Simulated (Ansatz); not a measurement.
**HfSiO4 (I4₁/amd, No. 141, 12 atoms in the cell; start mp-4609)**

The numbers are results of PBE0 in Ansatz (plane waves, PAW), not measurements.

Numerical settings: plane-wave cutoff 500 eV, 6×6×6 k mesh, gaussian smearing 0.02 eV, scalar-relativistic PAW data made under PBE.

Cell (relaxed with r²SCAN):

```xyz
12
Lattice="-3.2910 3.2910 2.9858 3.2910 -3.2910 2.9858 3.2910 3.2910 -2.9858" Properties=species:S:1:pos:R:3 pbc="T T T"
Hf     0.0000     0.0000     0.0000
Hf     0.0000     3.2910     1.4929
Si     3.2910     0.0000     1.4929
Si     0.0000     0.0000     2.9858
O      3.2910     2.0757    -1.0755
O      4.5063     0.0000     0.4174
O      0.0000     1.2153     1.9103
O      2.0757     0.0000     0.4174
O      3.2910     1.2153     2.5684
O      1.2153     0.0000     4.0613
O      3.2910    -1.2153     2.5684
O      2.0757     3.2910     1.0755
```

```
Quantity                       Result
--------  ---------------------------
band gap  8.03 eV (on the SCF k mesh)
```

Note: cell and atoms aren't relaxed at this level (largest force component 0.10 eV/Å).

Spin–orbit coupling is not included.

Computed values are for the static lattice.

Cost on a shared machine: about 8 core-minutes (a rough figure).

A start named mp-… is a Materials Project structure, which need not be a measured phase.

Ansatz is a program for electronic structure.
